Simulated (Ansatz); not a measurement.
A (12,0) ZnO nanotube has 48 atoms in a period of 5.661 Å, a mean diameter of 12.60 Å, and lies 12 meV/atom over the flat sheet relaxed at the same level.

Method: PBE (plane waves to 420 eV, PAW; Ansatz, a first-principles code). Mesh 1×1×6. No spin polarisation. It repeats along c; a and b span vacuum. A hypothetical model, rolled from the flat sheet. Only distortions within the start's symmetry and period were free.

Task: Which bending rigidity of the sheet does this imply in the thin-plate picture?

Result: A plate bent to radius R stores D/(2R²) an area. The area an atom is π × 12.60 × 5.661/48 = 4.67 Å², so the stored energy is 0.012/4.67 = 0.0026 eV/Å². With R = 6.300 Å, D = 2R² × 0.0026 = 0.21 eV.
